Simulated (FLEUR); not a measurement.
## Equation of state of hcp Zr (space group 194): energy against volume (FLEUR, LDA)

```yaml
crystal:
  lattice:
    - [3.10438, 0.00000, 0.00000]
    - [-1.55219, 2.68847, 0.00000]
    - [0.00000, 0.00000, 4.94970]
  atoms:
    - { symbol: Zr, position: [0.66667, 0.33333, 0.75000] }
    - { symbol: Zr, position: [0.33333, 0.66667, 0.25000] }
```

Level of theory: LDA (Vosko-Wilk-Nusair), all-electron FLAPW (FLEUR), scalar-relativistic valence (FLEUR). Settings: Kmax = 4.33 1/bohr; GmaxXC = 17.3 1/bohr; xcFunctional = vwn; jspins = 1; l_soc = F; mode = hist; fermiSmearingEnergy = 0.00183747 Htr; mesh (inpgen div1-3) = 21 21 12; inpgen gamma flag = true; Gmax = 17.3 1/bohr; numbands = 0; maxIterBroyd = 15; imix = Anderson; alpha = 0.05; precondParam = 0; minDistance = 1e-05 me/bohr^3. The cell above is the first row's. The rows scale it uniformly. In all rows fractional positions and the k mesh are held. E is the free energy at the stated smearing, counted from the lowest row.

| V (Å^3/atom) | E (meV/atom) |
|---|---|
| 20.655 | 23.61 |
| 21.104 | 8.90 |
| 21.553 | 1.23 |
| 22.002 | 0.00 |
| 22.451 | 4.69 |
| 22.900 | 14.79 |
| 23.349 | 29.86 |
| 23.798 | 49.47 |
| 24.247 | ? |

Taking the third-order Birch-Murnaghan form, a cubic in V^(-2/3) for E over the 8 complete rows: With u = V^(-2/3) - 0.127, the rows have u = 0.005836, 0.003945, 0.002120, 0.000358, -0.001346, -0.002994, -0.004589, -0.006133. Least squares gives E = 0.506 - 1760.0·u + 996936·u² - 2912379·u³. Residuals (row less fit): 0.000, 0.001, 0.002, -0.004, 0.002, 0.000, 0.002, 0.000; standard error 0.002 (degrees of freedom: 4). Its minimum lies at u = 0.000886, so V0 = (0.127886)^(-3/2) = 21.87. There d²E/du² = 1978000 and d³E/du³ = -1.747e7, so B0 = (4/9) × 21.87^(-7/3) × 1978000 × 0.160218 = 105 GPa (the last factor turns the table's units into GPa), and B0' = 4 + (2/3) × 0.127886 × (-1.747e7)/1978000 = 3.2.

Task: Estimate the missing E (V = 24.247); what did the run itself give?

Result: u = -0.007630, so E = 0.506 - 1760.0 × (-0.007630) + 996936 × (-0.007630)² - 2912379 × (-0.007630)³ = 73.267 meV/atom. The calculation gives 73.22 meV/atom, 0.047 meV/atom below the prediction (0.1 % of the range of E in the table). The row lies outside the fitted rows, so this is an extrapolation. From the scatter of the fitted rows alone, a prediction at this place has a standard error of 0.006 meV/atom, so the miss is 7.9 times that.

Carrying the step between the two nearest rows on in a straight line would have given 69.08, off by 4.14; series whose last step already gives the withheld value aren't shown. The scan was laid around a cell of about the measured size, scaled by a guess for this functional; axis ratios and inner coordinates come from that cell. The runs keep the symmetry of the cell, so they don't test it for distortions. Values depend on the basis (sphere radii, cutoffs, local orbitals), which need not be converged. The shape of the cell and the inner coordinates aren't relaxed, so V0 and B0 belong to this uniform scaling; a relaxed crystal lies no higher in energy and is usually softer. Cutoffs and mesh are single choices, not tested for convergence of this quantity. Series with a scatter that would blur these digits, or in which a gap closes, are not shown. Nor are scans whose minimum lies at an end fitted in this form.

Terms beyond the fitted order, or numerical noise in single rows, can give a miss of this size; the table doesn't tell which.
